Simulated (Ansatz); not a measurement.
Take TlBiS2 (space group R-3m, No. 166) as the base.

```
TlBiS2
1.0
    2.04267     1.17933     7.23198
   -2.04267     1.17933     7.23198
    0.00000    -2.35867     7.23198
Tl Bi S
1 1 2
Direct
  0.50000   0.50000   0.50000
  0.00000   0.00000   0.00000
  0.26124   0.26124   0.26124
  0.73876   0.73876   0.73876
```

Cartesian axes are those of the cell as printed.

Computed with Ansatz (a quantum-chemistry and plane-wave program) PBEsol, no SOC.

For the base:

| Quantity | Value |
|---|---|
| Pressure | -0.01 GPa |

One thing is altered: biaxial strain −1.80 %, plane normal [001], relaxed out of plane (Cartesian); in-plane vectors clamped, the third vector and the atoms free.

**Question.** Predict the new pressure.

**Answer.** The pressure (mean of the normal stresses, compression positive) grows by 0.940 GPa to 0.94 GPa.

**Question.** What does the calculation give for the ratio −ε⊥/ε∥ after the change?

**Answer.** The ratio −ε⊥/ε∥ amounts to 1.09.

No phonon test of stability was made.
